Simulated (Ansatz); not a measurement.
# Effect of uniaxial stress, 0.5 GPa tension along z on HfN

The reference is HfN in the rock salt structure (space group Fm-3m, No. 225; a = 4.502 Å). Axes: x, y, z lie along the cube axes.

The change: uniaxial stress, 0.5 GPa tension along z, with the cell and atoms free to relax against it.

Level of theory: Kohn–Sham DFT with the PBEsol functional, run in Ansatz (a first-principles code) with PAW and 420 eV plane waves, no SOC. Γ-centred 18×18×18 mesh, Fermi–Dirac width 0.05 eV.

The volume per atom hardly moves (11.40 Å³ against 11.41 Å³) and the space group changes from Fm-3m (No. 225) to I4/mmm (No. 139). The energy hardly moves and the band gap stays zero. The strain response (xx, yy, zz) comes out as (−0.02, −0.02, +0.09) % (rough).

Final structure:

```xyz
2
Lattice="0.0000 2.2505 2.2527 2.2505 0.0000 2.2527 2.2505 2.2505 0.0000" Properties=species:S:1:pos:R:3 pbc="T T T"
N      0.0000     0.0000     0.0000
Hf     2.2505     2.2505     2.2527
```

Without a gap, meshes like the base's 18×18×18 leave anisotropic stresses uncertain by several tenths of a GPa, and small strain energies with them. Beyond what the load breaks, stability against distortions was not tested. All final runs are without spin polarisation. An odd electron count without spin: HfN.
